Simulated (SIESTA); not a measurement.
A working SIESTA input for Ta2MoS6 (Cm, 9 atoms in the cell) (DFT, GGA PBEsol, numerical atomic orbitals DZP, PseudoDojo PBEsol standard norm-conserving potentials (rewritten from UPF to PSML)):

```
# files in the folder: Ta.psml Mo.psml S.psml (PseudoDojo PBEsol standard)
SystemName  Ta2MoS6
SystemLabel siesta

NumberOfAtoms                9
NumberOfSpecies              3
%block ChemicalSpeciesLabel
  1 73 Ta
  2 42 Mo
  3 16 S
%endblock ChemicalSpeciesLabel
LatticeConstant              1.0 Bohr
%block LatticeVectors
     5.399580596   -9.352604190    0.000000000
     5.399580596    9.352604190    0.000000000
    -3.605251626    0.000000000   12.082404284
%endblock LatticeVectors
AtomicCoordinatesFormat      ScaledCartesian
%block AtomicCoordinatesAndAtomicSpecies
     1.797202963    3.118719393    6.040356374  1
     1.797202963   -3.118719393    6.040356374  1
     7.197071814    0.000000000    6.039752253  2
     5.420770957    3.075510362    3.092853849  3
     5.420770957   -3.075510362    3.092853849  3
    -0.050660446    0.000000000    3.093699617  3
    -0.052280323    0.000000000    8.991121148  3
     5.421202257    3.074388049    8.991725268  3
     5.421202257   -3.074388049    8.991725268  3
%endblock AtomicCoordinatesAndAtomicSpecies

XC.functional                GGA
XC.authors                   PBEsol
PAO.BasisSize                DZP
PAO.EnergyShift              0.01 Ry
MeshCutoff                   300 Ry
%block kgrid.MonkhorstPack
    4   0   0  0.5
    0   4   0  0.5
    0   0   3  0.5
%endblock kgrid.MonkhorstPack
OccupationFunction           FD
ElectronicTemperature        580.23 K

MaxSCFIterations             150
SCF.Mixer.Method             Pulay
SCF.Mixer.Weight             0.2
SCF.Mixer.History            6
SCF.DM.Tolerance             1.0E-04
Diag.ParallelOverK           true
WriteForces                  true
```

The run converged in 12 iterations: free energy E − TS -7257.6457 eV; Fermi level (on the code's own zero) -4.64 eV; pressure -5.15 GPa; largest force (vector length) 0.253 eV/Å. Each of these slips is then made, one at a time:

(1)
```diff
+NetCharge                    1.0
```

(2)
```diff
-  1 73 Ta
+  1 74 Ta
```

(3)
```diff
-%block kgrid.MonkhorstPack
-    4   0   0  0.5
-    0   4   0  0.5
-    0   0   3  0.5
-%endblock kgrid.MonkhorstPack
```

Task: What happens in each case?

Result: 
(1) An unintended net charge. The run converged in 13 iterations without an error; against the sound input the pressure goes from -5.15 to -5.37 GPa and the largest force goes from 0.253 to 0.173 eV/Å. The full log also holds: “madelung: WARNING: Charged system, but not an atom or molecule.” and “madelung: WARNING: Energy correction terms can not be applied.”.

(2) An atomic number that does not match the species' potential. The program stopped before any SCF iteration.

(3) A single k-point for a small cell. The run converged in 13 iterations without an error; against the sound input the free energy goes up by 166 meV/atom, the pressure goes from -5.15 to -4.46 GPa and the largest force goes from 0.253 to 0.871 eV/Å.

The starting cell comes from a database of computed structures (which also holds hypothetical and non-ambient phases and stackings), without a prior relaxation at this level. Spin polarisation is off. Values carry the incompleteness of an atom-centred basis. In the base run, with a pressure of about -5 GPa the cell is away from its equilibrium volume at this level.

Left out of this page: 4 runs of the series outside the window shown, repeating another row's setting, or not comparable.
